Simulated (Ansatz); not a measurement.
## TiO2: stress against strain

TiO2 (anatase, I4_1/amd, 11.666 Å³/atom at rest, c along z) under an equal strain ε in the (001) plane with the normal axis free, as in a coherent film. PBE in Ansatz, a plane-wave DFT program (PAW, default set), 420 eV, 12×12×12 Γ-centred mesh, Fermi-Dirac smearing 0.05 eV; ions are relaxed within the symmetry of each cell. Stress is positive for a compressed cell.

Here s stands for strain and y for stress xx.

| strain (%) | stress xx (GPa) |
|---|---|
| -3.00 | ? |
| -1.20 | 3.08 |
| -0.60 | 1.55 |
| 0.00 | 0.00 |
| 0.60 | -1.57 |
| 1.20 | -3.16 |

Q: Using a straight line, estimate the missing y at s = -3.00 from the other rows, showing the fit.

A: Means: s 0, y -0.020. About the means, the sum of products is -9.3600 and the sum of squares of s is 3.6000; the slope is their ratio. Least squares gives y = -0.020 - 2.6000·s. Residuals (row less fit): -0.020, 0.010, 0.020, 0.010, -0.020; standard error 0.022 (degrees of freedom: 3). The slope gives the biaxial elastic modulus of this plane = 260 ± 1.1 GPa. At the withheld row, y = -0.020 - 2.6000 × (-3.0) = 7.780 GPa. The calculation gives 7.58 GPa, 0.200 GPa below the prediction (1.9 % of the range of y in the table). The row lies outside the fitted rows, so this is an extrapolation. From the scatter of the fitted rows alone, a prediction at this place has a standard error of 0.042 GPa, so the miss is 4.8 times that.

One order more, fitted to all 11 runs of the series, follows each within 0.03, so the miss is the next term of a smooth law. The primitive cell can neither tilt nor turn polar against its symmetry, as such crystals can under strain. TiO2 is here one of several forms; rutile is the usual stable one. Rows are the converged runs of the series near zero and its far end; series whose fitted rows scatter by over a few per cent of the range, as at a crossing or softening among them, aren't shown in this form. Most that stay on the fit to the last digits aren't either.
